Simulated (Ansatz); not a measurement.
Base system: ZrSe$_{2}$ in the CdI2 type structure (space group P-3m1, No. 164; a = 3.660 Å, c = 5.841 Å; layered, stacked along the Cartesian z axis; relaxed with 0.1 eV smearing).

The values are results of DFT with PBEsol-D3(BJ), PAW potentials and a 420 eV plane-wave cutoff in Ansatz (a first-principles code), no SOC, earlier PAW set, not measurements.

Base values:

```
Item        Value
--------  -------
Pressure  0.0 GPa
Band gap     zero
```

Perturbation: an isotropic linear strain of +1.47 %; the atoms relax in the strained cell.

Question: Estimate the effect on the pressure, largest internal atomic displacement, energy relative to the base and band gap.

Answer: The pressure (mean of the normal stresses, compression positive) goes from zero to -1.8 GPa; the largest internal atomic displacement is 0.042 Å; the energy rises by 6.1 meV/atom; the band gap is still zero.

Whether these cells are dynamically stable was not tested. The final runs are not spin-polarised. A zero or small gap of ZrSe2 can be the functional's error rather than a property of the material.
